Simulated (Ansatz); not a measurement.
Model glasses of amorphous SiO2, 75 to 79 atoms (Si24O48 before any change). Each row is one cell at a composition chosen by hand, melted whole on the CHGNet potential with the anions pushed apart under 1.9 Å, quenched within some picoseconds, far faster than a real film, and relaxed with PBE, scalar-relativistic without spin-orbit coupling (plane waves to 420 eV, PAW; Ansatz, an electronic-structure program). Each is the lower in DFT energy of 2 quenches. Cycles of charging and discharging were tried on the cells ahead of these points, and a cell that came back lower was taken. The column on the box says what of it was relaxed with the atoms; held means as the quench left it. Cells that kept moments or hold spare charge are left out, and those that charging annealed.

From the neutral cell one electron is taken away, or one added, and the atoms relax (PBE, the zone centre alone, moment held at 1 μB, uniform background; no image-charge correction, which leaves W too low where the charge is localised). W = E(+1) + E(−1) − 2 E(0) is the cost of moving an electron from one such cell to another; the spacing parts the highest filled and lowest empty level of the neutral cell, which ran without spin polarisation.

Formal charges balance in every cell (each cation at its usual highest valence, Cu and Ag at +1, Sb at +3, H at +1, O at −2, N at −3, F and Cl at −1). R− and R+ are the energies that the atoms' relaxation gave back after the electron was added or removed.

```json
[
 {"cell": "Si24O51Mo", "change": "+1 Mo, +3 O", "box": "volume and shape", "spacing (eV)": "1.17", "R− (eV)": "0.86", "R+ (eV)": "0.36", "spacing − R− − R+ (eV)": "-0.05", "W (eV)": "1.65"},
 {"cell": "Si24O49Ag2", "change": "+2 Ag, +1 O", "box": "shape", "spacing (eV)": "2.73", "R− (eV)": "0.58", "R+ (eV)": "0.52", "spacing − R− − R+ (eV)": "1.63", "W (eV)": "2.65"},
 {"cell": "Si24O53Nb2", "change": "+2 Nb, +5 O", "box": "shape", "spacing (eV)": "2.94", "R− (eV)": "0.53", "R+ (eV)": "0.36", "spacing − R− − R+ (eV)": "2.05", "W (eV)": "3.41"},
 {"cell": "Si24O50Zr", "change": "+2 O, +1 Zr", "box": "volume and shape", "spacing (eV)": "4.00", "R− (eV)": "0.97", "R+ (eV)": "0.51", "spacing − R− − R+ (eV)": "2.52", "W (eV)": "withheld"},
 {"cell": "Si24O51Sb2", "change": "+3 O, +2 Sb", "box": "shape", "spacing (eV)": "4.38", "R− (eV)": "1.03", "R+ (eV)": "0.21", "spacing − R− − R+ (eV)": "3.14", "W (eV)": "3.55"},
 {"cell": "Si24O51Y2", "change": "+3 O, +2 Y", "box": "volume and shape", "spacing (eV)": "4.20", "R− (eV)": "0.26", "R+ (eV)": "0.22", "spacing − R− − R+ (eV)": "3.72", "W (eV)": "4.10"},
 {"cell": "Si24O53Ta2", "change": "+5 O, +2 Ta", "box": "shape", "spacing (eV)": "4.17", "R− (eV)": "0.19", "R+ (eV)": "0.09", "spacing − R− − R+ (eV)": "3.89", "W (eV)": "4.40"},
 {"cell": "Si24O51La2", "change": "+2 La, +3 O", "box": "shape", "spacing (eV)": "4.44", "R− (eV)": "0.02", "R+ (eV)": "0.18", "spacing − R− − R+ (eV)": "4.24", "W (eV)": "4.63"},
 {"cell": "Si24O50Hf", "change": "+1 Hf, +2 O", "box": "shape", "spacing (eV)": "4.70", "R− (eV)": "0.03", "R+ (eV)": "0.09", "spacing − R− − R+ (eV)": "4.58", "W (eV)": "4.70"}
]
```

Question: Fit a straight line of the last column on the one before it through the 8 full rows, and predict the withheld value for Si24O50Zr.

Answer: Means: x = 2.900, y = 3.636. Slope = Σ(Δx Δy) / Σ(Δx²) = 11.5387 / 17.3660 = 0.664; intercept = 3.636 − (0.664) × 2.900 = 1.710 eV; r.m.s. residual 0.169 eV. Prediction: 1.710 + (0.664) × 2.52 = 3.38 eV. The run gave 3.16 eV, a miss of 0.22 eV, within twice the residual.

Question: What would a slope of 1 with no intercept mean?

Answer: That adding and removing an electron at fixed atoms costs just the level spacing, as it does for levels spread over a large cell, so that W follows by bookkeeping. The fit has 0.664 and 1.710 eV; a departure holds the carrier's repulsion on its site, which raises W, and the uncorrected background, which lowers it.
